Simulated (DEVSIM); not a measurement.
Structure: abrupt Si p-n junction, at 300 K.

| layer (left to right) | material | thickness (μm) | Nd (cm⁻³) | Na (cm⁻³) | τn (s) | τp (s) |
|---|---|---|---|---|---|---|
| 1 | Si | 1.60 | - | 5.6e17 | 2.6e-7 | 2.6e-7 |
| 2 | Si | 75.0 | 1.5e14 | - | 2.6e-7 | 2.6e-7 |

Left contact: ohmic. Right contact: ohmic. Voltage is applied to the left contact. Recombination: SRH at mid-gap, Auger. Mobility is μmin + (μ − μmin)/(1 + (N/Nref)^α).

This is a model device: material constants are rounded textbook-type values typed into the input, and sizes, dopings and lifetimes were drawn at random. Values at 300 K.

| parameter | Si |
|---|---|
| gap (eV) | 1.124 |
| affinity (eV) | 4.05 |
| permittivity | 11.7 |
| Nc (cm⁻³) | 2.86e19 |
| Nv (cm⁻³) | 3.1e19 |
| μn (cm²/Vs) | 1417 |
| μp (cm²/Vs) | 470 |
| μn,min | 52 |
| μp,min | 45 |
| Nref,n | 9.7e16 |
| Nref,p | 2.2e17 |
| αn | 0.68 |
| αp | 0.72 |
| Cn (cm⁶/s) | 2.8e-31 |
| Cp (cm⁶/s) | 9.9e-32 |

Simulated with DEVSIM: 1D drift-diffusion, Boltzmann statistics, complete ionisation; no tunnelling, impact ionisation, image-force lowering or self-heating.

Task: Tabulate band edges, carrier densities and field at 0.9 V on the left contact.

Result: Energies count from the Fermi level of the right contact; mesh points crowd at the junctions.

```tsv
x (μm)	Ec (eV)	Ev (eV)	n (cm⁻³)	p (cm⁻³)	field (V/cm)
0.000	0.120	-1.004	210	5.6e17	≈ 0
0.03678	0.120	-1.004	4.7e12	5.6e17	≈ 0
0.1343	0.120	-1.004	1.7e13	5.6e17	≈ 0
0.3706	0.120	-1.004	4.7e13	5.6e17	≈ 0
1.132	0.120	-1.004	1.4e14	5.6e17	≈ 0
1.426	0.120	-1.004	1.8e14	5.6e17	≈ 0
1.548	0.120	-1.004	2.0e14	5.6e17	≈ 0
1.602	0.087	-1.037	7.3e14	1.5e17	-33000
1.643	0.032	-1.092	6.1e15	1.8e16	-5200
1.753	0.018	-1.106	1.1e16	1.1e16	-91
2.029	0.018	-1.106	1.1e16	1.0e16	≈ 0
3.247	0.019	-1.105	1.0e16	1.0e16	≈ 0
5.848	0.022	-1.102	9.4e15	9.2e15	≈ 0
12.95	0.029	-1.095	7.4e15	7.3e15	11
40.60	0.074	-1.050	3.0e15	2.8e15	23
62.53	0.147	-0.977	1.2e15	1.1e15	51
71.33	0.209	-0.915	6.6e14	5.1e14	100
74.55	0.252	-0.872	4.0e14	2.5e14	180
76.06	0.290	-0.834	2.3e14	9.5e13	380
76.40	0.304	-0.820	1.8e14	4.4e13	480
76.54	0.311	-0.813	1.6e14	1.5e13	510
76.60	0.314	-0.810	1.5e14	770000	520
```
